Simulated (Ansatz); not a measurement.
System: interstitial H in beta Ga2O3 (charge state +1). Calculation: PBE, PAW (plane waves to 420 eV; Ansatz, a quantum-chemistry and plane-wave program).

160-site cell at the relaxed PBE lattice, the Γ point alone, smearing 0.01 eV, spin-restricted, no finite-size correction. Energies are static. The charge state is imposed; whether it is stable for some Fermi level was not computed. Sites that were not tried may lie lower.

Barriers: single points on a 2×2×2 k-point mesh shifted by half a step at the bands' geometries.

The step: a concerted move, in which H travels most. Atoms about the jump, Cartesian Å from the middle of the jump, before and after:

```json
[
 {"atom": "H1", "x0": "0.31", "y0": "0.00", "z0": "-1.40", "x1": "-0.31", "y1": "0.00", "z1": "1.40"},
 {"atom": "O2", "x0": "0.06", "y0": "0.00", "z0": "-0.02", "x1": "0.02", "y1": "0.00", "z1": "0.41"},
 {"atom": "Ga3", "x0": "-2.01", "y0": "0.00", "z0": "-0.16", "x1": "-2.08", "y1": "0.00", "z1": "-0.24"},
 {"atom": "O4", "x0": "-2.25", "y0": "1.54", "z0": "0.99", "x1": "-2.29", "y1": "1.53", "z1": "0.98"},
 {"atom": "Ga5", "x0": "1.04", "y0": "1.57", "z0": "0.46", "x1": "1.11", "y1": "1.63", "z1": "0.47"},
 {"atom": "O6", "x0": "-1.80", "y0": "1.54", "z0": "-1.60", "x1": "-1.79", "y1": "1.52", "z1": "-1.60"},
 {"atom": "Ga7", "x0": "1.04", "y0": "-1.57", "z0": "0.46", "x1": "1.11", "y1": "-1.63", "z1": "0.47"},
 {"atom": "O8", "x0": "0.01", "y0": "3.08", "z0": "0.15", "x1": "0.01", "y1": "3.08", "z1": "0.16"},
 {"atom": "O9", "x0": "-2.25", "y0": "-1.54", "z0": "0.99", "x1": "-2.28", "y1": "-1.53", "z1": "0.98"},
 {"atom": "O10", "x0": "0.48", "y0": "0.00", "z0": "-2.46", "x1": "0.56", "y1": "0.00", "z1": "-2.51"},
 {"atom": "O11", "x0": "-1.80", "y0": "-1.54", "z0": "-1.60", "x1": "-1.79", "y1": "-1.52", "z1": "-1.60"},
 {"atom": "Ga12", "x0": "-1.94", "y0": "3.09", "z0": "-0.17", "x1": "-1.94", "y1": "3.09", "z1": "-0.18"},
 {"atom": "O13", "x0": "-0.80", "y0": "0.00", "z0": "3.06", "x1": "-0.77", "y1": "0.00", "z1": "2.88"},
 {"atom": "Ga14", "x0": "-0.50", "y0": "1.62", "z0": "-2.96", "x1": "-0.41", "y1": "1.54", "z1": "-2.91"}
]
```

Problem. Predict the transition state.

Solution. 
| atom | x | y | z |
|---|---|---|---|
| H1 | -0.47 | 0.43 | 0.06 |
| O2 | 0.41 | 0.10 | 0.27 |
| Ga3 | -2.37 | -0.08 | -0.19 |
| O4 | -2.18 | 1.45 | 0.97 |
| Ga5 | 1.31 | 1.73 | 0.55 |
| O6 | -1.81 | 1.47 | -1.58 |
| Ga7 | 1.11 | -1.63 | 0.49 |
| O8 | 0.06 | 3.06 | 0.17 |
| O9 | -2.26 | -1.55 | 1.00 |
| O10 | 0.56 | -0.01 | -2.56 |
| O11 | -1.84 | -1.51 | -1.58 |
| Ga12 | -1.90 | 3.05 | -0.20 |
| O13 | -0.77 | -0.02 | 3.07 |
| Ga14 | -0.43 | 1.52 | -2.91 |
It lies 1.42 eV above the start and 1.26 eV above the end. The check of the saddle point's order was inconclusive. Symmetry-equivalent saddle points exist between the same ends.
